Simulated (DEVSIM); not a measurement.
**abrupt In0.53Ga0.47As p-n junction**

Device: abrupt In0.53Ga0.47As p-n junction, at 300 K.

```tsv
layer (left to right)	material	thickness (μm)	Nd (cm⁻³)	Na (cm⁻³)	τn (s)	τp (s)
1	In0.53Ga0.47As	0.190	-	2.1e16	1e-8	1e-8
2	In0.53Ga0.47As	0.440	3.3e15	-	1e-8	1e-8
```

Left contact: ohmic. Right contact: ohmic. Voltage is applied to the left contact. Recombination: SRH at mid-gap, radiative. Mobility is constant in doping.

This is a model device: material constants are rounded textbook-type values typed into the input, and sizes, dopings and lifetimes were drawn at random. Values at 300 K.

```tsv
parameter	In0.53Ga0.47As
gap (eV)	0.74
affinity (eV)	4.51
permittivity	13.9
Nc (cm⁻³)	2.1e17
Nv (cm⁻³)	7.7e18
μn (cm²/Vs)	12000
μp (cm²/Vs)	300
B (cm³/s)	9.6e-11
```

Simulated with DEVSIM: 1D drift-diffusion, Boltzmann statistics, complete ionisation; no tunnelling, impact ionisation, image-force lowering or self-heating.

| Item | Value |
|---|---|
| Potential step across the device at zero bias | 0.480 V |
| Largest field in the device at zero bias | 18000 V/cm |
| Dark forward voltage at 1 A/cm² | 0.236 V |
| Dark forward voltage at 100 A/cm² | 0.360 V |

Dark forward current:

(V (V), J (A/cm²)): (0.05, 0.00087); (0.10, 0.0063); (0.15, 0.041); (0.20, 0.26); (0.25, 1.7); (0.30, 11); (0.35, 71); (0.40, 420); (0.45, 2000); (0.50, 6600)
